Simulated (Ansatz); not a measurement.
Consider Ta in the bcc (W type) structure (space group Im-3m, No. 229; relaxed with 0.1 eV smearing).

```
Ta
1.0
   -1.64115     1.64115     1.64115
    1.64115    -1.64115     1.64115
    1.64115     1.64115    -1.64115
Ta
1
Direct
  0.00000   0.00000   0.00000
```

Cartesian axes are those of the cell as printed.

All numbers come from PBEsol/PAW in Ansatz (a quantum-chemistry and plane-wave program), spin-orbit coupling left out.

Now apply this change: uniaxial strain ε_zz = +3.00 %, all other strain components held at zero; the atoms relax in the strained cell.

Question: Predict the stress tensor and what it implies for the stiffness.

Answer: Stress of the strained cell less that of the base (GPa, compression positive):
```
   -4.7     0.0     0.0
    0.0    -4.7     0.0
    0.0     0.0    -7.8
```

Then −Δσ_ii/ε with ε = 0.0300 gives secant stiffness values (nonlinear terms included at this strain): C33 ≈ 259 GPa, C13 ≈ 156 GPa and C23 ≈ 156 GPa.

As a check, the harmonic strain energy −½ V₀ Δσ:ε is 13 meV/atom; the computed energy rise is 13 meV/atom.

No phonon test of stability was made. All final runs are without spin polarisation.
